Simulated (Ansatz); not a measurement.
**A computed series for MoS2: response to strain**

Base system: MoS2 in the 3R-MoS2 type structure (space group R3m, No. 160; layered, stacked along the Cartesian z axis).

```xyz
3
Lattice="1.5877 0.9167 6.1953 -1.5877 0.9167 6.1953 0.0000 -1.8333 6.1953" Properties=species:S:1:pos:R:3 pbc="T T T"
Mo     0.0000     0.0000     0.0001
S      0.0000     0.0000    13.9450
S      0.0000     0.0000    10.8357
```

Cartesian axes are those of the cell as printed.

Strains are applied to the cell and any free atomic positions relax; under biaxial strain the out-of-plane vector relaxes too; under stress the whole cell relaxes.

The values are results of r2SCAN+rVV10 in Ansatz (plane waves to 500 eV, PAW, without spin-orbit coupling), earlier PAW set, not measurements.

Notes on the quantities. energy relative to the base: free energy F; pressure: mean of the normal stresses, compression positive.

```csv
variant,gap character,band gap,energy relative to the base,pressure,shortest interatomic distance
base,"indirect, T → k = (0.167, -1/2, -0.167) in the run's primitive reciprocal basis",1.02 eV,0 meV/atom,0.00 GPa,2.403 Å
"biaxial strain −4.13 %, plane normal [001], relaxed out of plane","indirect, T → Γ–S₀ (53 % along)",1.26 eV,+60 meV/atom,9.08 GPa,2.377 Å
"biaxial strain +4.24 %, plane normal [001], relaxed out of plane","indirect, T → k = (1/3, -1/3, 0) in the run's primitive reciprocal basis",0.21 eV,+54 meV/atom,-7.06 GPa,2.438 Å
isotropic strain −2.53 %,"indirect, T → Γ–S₀ (56 % along)",0.91 eV,+27 meV/atom,6.87 GPa,2.382 Å
isotropic strain −1.37 %,"indirect, T → Γ–S₀ (56 % along)",0.97 eV,+7.6 meV/atom,3.45 GPa,2.392 Å
uniaxial strain ε_xx = −5.94 %,"indirect, A → Γ–C (56 % along)",1.08 eV,+54 meV/atom,7.38 GPa,2.368 Å
uniaxial strain ε_xx = +0.25 %,"indirect, A → k = (0.167, -0.167, -1/2) in the run's primitive reciprocal basis",1.00 eV,+0.1 meV/atom,-0.25 GPa,2.403 Å
uniaxial strain ε_yy = +1.26 %,"indirect, A → C",0.90 eV,+2.0 meV/atom,-1.25 GPa,2.405 Å
tensor shear ε_yz = +3.15 %,"indirect, A → C",0.99 eV,+4.3 meV/atom,0.25 GPa,2.398 Å
"uniaxial stress, 5 GPa compression along z","indirect, T → k = (0.167, -1/2, -0.167) in the run's primitive reciprocal basis",0.55 eV,+16 meV/atom,–,2.399 Å
```

Stability under load was not tested beyond the relaxation. A zero or small gap of MoS2 under biaxial strain +4.24 %, plane normal [001], relaxed out of plane can be the functional's error rather than a property of the material. Labels are those of the standard path for the cell's own space group.

Ansatz is a first-principles code.
